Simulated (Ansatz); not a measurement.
**What pressure −1 GPa does to ZrO2**

The parent structure is ZrO₂ in the fluorite structure (space group Fm-3m, No. 225; a = 5.0893 Å).

One thing is altered: a negative pressure, −1 GPa.

Computed with r2SCAN (Ansatz, a quantum-chemistry and plane-wave program, PAW, without spin-orbit coupling). Γ-centred 11×11×11 mesh, Fermi–Dirac width 0.05 eV.

The density falls by 0.024 g/cm³, from 6.21 g/cm³ to 6.18 g/cm³ and the lattice parameter a rises by 0.007 Å (5.089 Å → 5.096 Å). The shortest interatomic distance goes up by 0.003 Å (2.204 Å → 2.207 Å) and the enthalpy H = E + PV relative to the base's energy comes out as -0.07 eV/atom. The band gap shrinks by 0.012 eV, from 3.89 eV to 3.87 eV and the gap character stays indirect, X → Γ. The smallest direct gap decreases by 0.02 eV (4.29 eV → 4.27 eV) and the width of the top valence band remains 1.67 eV. The electron mass (degenerate bands, along [100]) changes from 0.53, 2.1 mₑ (at Γ) to 0.54, 2.1 mₑ (at Γ) and the valley order (the lowest conduction-band minima on the path, energy above the VBM, named in the base's zone) goes from Γ 3.89 eV; X along ⟨100⟩ 4.29 eV; a point along ⟨110⟩, about 0.8 Å⁻¹ from Γ 4.29 eV; L along ⟨111⟩ 4.50 eV to Γ 3.87 eV; X along ⟨100⟩ 4.27 eV; a point along ⟨110⟩, about 0.8 Å⁻¹ from Γ 4.28 eV; L along ⟨111⟩ 4.48 eV.

Final structure:

```
ZrO2
1.0
    0.00000     2.54800     2.54800
    2.54800     0.00000     2.54800
    2.54800     2.54800     0.00000
Zr O
1 2
Direct
  0.00000   0.00000   0.00000
  0.25000   0.25000   0.25000
  0.75000   0.75000   0.75000
```

Load acts through the strain it causes; cell and atoms are relaxed under it. Effective masses come from finite differences of ±0.01 Å⁻¹. Stability against distortions was not tested. This is not the structure that ZrO2 has at room temperature and ambient pressure.
